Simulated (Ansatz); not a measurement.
Consider the following.

```
AlAs
1.0
    0.00000     2.82221     2.82221
    2.82221     0.00000     2.82221
    2.82221     2.82221     0.00000
Al As
1 1
Direct
  0.00000   0.00000   0.00000
  0.25000   0.25000   0.25000
```

Method: PBE with spin-orbit coupling, rigid bands (plane waves, PAW; Ansatz, a first-principles code). Condition of this run: hydrostatic pressure of 1.2 GPa (compression positive) (the target of the relaxation). Geometry: cell and atoms relaxed with PBEsol, then loaded as said.

Problem. Predict the hole conductivity mass (n e² τ/σ) at 300 K, by direction if it differs.

Solution. 0.59 mₑ.

Problem. What conductivity effective mass do dilute electrons have at 300 K?

Solution. 0.33 mₑ.

Problem. And the band gap?

Solution. 1.33 eV at this level; semilocal functionals usually fall short of the measured gap.

Rigid bands, one relaxation time for all states, no polarons. Geometry: cell and atoms relaxed with PBEsol.
